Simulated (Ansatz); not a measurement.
Sn (model structure, started from the lonsdaleite type, P6₃/mmc, No. 194, 4 atoms in the cell), treated with LDA (PAW; Ansatz, a first-principles code).

Settings: plane-wave cutoff 520 eV, 18×18×8 k mesh (along the axes of the cell as run), Fermi–Dirac smearing 0.05 eV, scalar-relativistic PAW data made under PBE.

Cell (relaxed at this level):

```
CELL_PARAMETERS angstrom
      4.56148     0.00000     0.00000
     -2.28074     3.95035     0.00000
      0.00000     0.00000     7.50667
ATOMIC_POSITIONS crystal
  Sn 0.33333 0.66667 0.06278
  Sn 0.66667 0.33333 0.56278
  Sn 0.66667 0.33333 0.93722
  Sn 0.33333 0.66667 0.43722
```

Q: Predict the bulk modulus B0.

A: 
bulk modulus B0: 45.4 GPa

The run finds no gap.

Note: the bulk modulus is −V dP/dV from two relaxed cells at ±2 % in volume; the relaxation could raise the start's symmetry but not lower it, so the cell can be a saddle point.

Spin–orbit coupling is not included.

It cost about 3 core-minutes (a rough figure) of CPU time.

A model structure was made by putting elements into a prototype or built by hand; it is no filed structure, need not be a known phase, and can be a saddle point held by its symmetry.
